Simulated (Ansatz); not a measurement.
**A computed series for CdS: response to strain**

The parent structure is CdS in the wurtzite structure (space group P6_3mc, No. 186).

```yaml
crystal:
  lattice:
    - [4.19659, 0.00000, 0.00000]
    - [-2.09830, 3.63436, 0.00000]
    - [0.00000, 0.00000, 6.83017]
  atoms:
    - { symbol: Cd, position: [0.33333, 0.66667, 0.99917] }
    - { symbol: Cd, position: [0.66667, 0.33333, 0.49917] }
    - { symbol: S, position: [0.33333, 0.66667, 0.37563] }
    - { symbol: S, position: [0.66667, 0.33333, 0.87563] }
```

Cartesian axes are those of the cell as printed.

Strains are applied to the cell and any free atomic positions relax; under biaxial strain the out-of-plane vector relaxes too.

Calculations: PBE (Ansatz, a quantum-chemistry and plane-wave program), no spin-orbit coupling, earlier PAW set.

Candidates:
(a) biaxial strain +2.11 %, plane normal [001], relaxed out of plane
(b) biaxial strain +0.56 %, plane normal [001], relaxed out of plane
(c) biaxial strain +0.90 %, plane normal [001], relaxed out of plane

Order them by out-of-plane strain, lowest first.

(a) biaxial strain +2.11 %, plane normal [001], relaxed out of plane (-1.84 %), (c) biaxial strain +0.90 %, plane normal [001], relaxed out of plane (-0.78 %), (b) biaxial strain +0.56 %, plane normal [001], relaxed out of plane (-0.49 %)

Stability against distortions was not tested.
